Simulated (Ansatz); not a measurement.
Start from Ta in the bcc (W type) structure (space group Im-3m, No. 229; a = 3.282 Å; relaxed with 0.1 eV smearing). Axes: x, y, z lie along the cube axes.

All numbers come from Ansatz (a first-principles code), PBEsol, PAW, cutoff 420 eV, no SOC.

Base values:

```
Property   Result
--------  -------
Pressure  0.0 GPa
```

One thing is altered: compressive biaxial strain of 2.50 % in the plane normal to [001], as in epitaxy on a mismatched substrate; the out-of-plane cell vector and the atoms relax.

Question: Estimate the effect on the ratio −ε⊥/ε∥ and pressure.

Answer: The ratio −ε⊥/ε∥ is 1.24; the pressure (mean of the normal stresses, compression positive) goes from zero to 4.6 GPa.

No phonon test of stability was made. All final runs are without spin polarisation.
